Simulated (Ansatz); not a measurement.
The parent structure is LuP in the zinc blende structure (space group F-43m, No. 216; a = 6.161 Å; a hypothetical phase, not in the database extracts checked). Axes: x, y, z lie along the cube axes.

Level of theory: plane-wave PAW DFT at the PBE level (Ansatz, an electronic-structure program, 420 eV), no spin-orbit coupling.

Modification: the cell is scaled by 1.0065 in all directions; the atoms relax in the strained cell.

Problem. Predict the stress tensor and what it implies for the stiffness.

Solution. Stress of the strained cell less that of the base (GPa, compression positive):
```
  -1.11    0.00    0.00
   0.00   -1.11    0.00
   0.00    0.00   -1.11
```

Then B = −ΔP/(ΔV/V₀) with ΔV/V₀ = 0.0196 gives secant stiffness values (nonlinear terms included at this strain): B ≈ 56 GPa.

Stability against distortions was not tested.
